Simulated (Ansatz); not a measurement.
Take MoSi2 (space group I4/mmm, No. 139; a = 3.1901 Å, c = 7.8220 Å; relaxed with 0.1 eV smearing) as the base. Axes: x, y, z lie along a, b, c of the conventional cell.

The values are results of plane-wave PAW DFT at the PBEsol level (Ansatz, a first-principles code, 420 eV), scalar-relativistic without spin-orbit coupling, not measurements.

Before the change:

```
Quantity                           Result
-----------------------------  ----------
Pressure                          0.0 GPa
Shortest interatomic distance  4.876 bohr
Band gap                             zero
```

Now apply this change: uniaxial strain ε_zz = −2.00 %, all other strain components held at zero; the atoms relax in the strained cell.

### Question
Predict the new pressure.

### Answer
The pressure (mean of the normal stresses, compression positive) goes from zero to 5.2 GPa.

### Question
Predict the new energy relative to the base.

### Answer
The energy rises by 9.1 meV/atom.

### Question
What does the calculation give for the shortest interatomic distance after the change?

### Answer
The shortest interatomic distance falls by 0.0867 bohr to 4.790 bohr.

### Question
How does this affect the band gap?

### Answer
The band gap is still zero.

Stability against distortions was not tested. The final runs are not spin-polarised.
